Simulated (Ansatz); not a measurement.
# Point defect C on the Sb site + 1 H in zinc-blende GaSb

Computed with PBE, PAW (plane waves to 420 eV; Ansatz, a quantum-chemistry and plane-wave program). Set-up: 64-site cell; 2×2×2 shifted k-points; start: the Sb site; H antibonding at the neighbour; no spin–orbit coupling; the functional closes the host's gap; finite-size errors of tenths of an eV.

Neighbours after relaxation, in Å: of the C atom: Ga 2.05, Ga 2.11, Ga 2.11, Ga 2.11, H 3.34; of the H atom: Sb 1.78, Ga 1.93, Sb 3.33, Sb 3.33, C 3.34.

The name describes the start; the neighbours show where the atoms ended.

```json
[
 {"charge": "0", "moment (μB)": "not spin-polarised", "largest move off a lattice site (Å)": "0.82"}
]
```

Not the lowest form: the same atoms on another site or from another start ended lower, by 1.10 eV at charge 0.
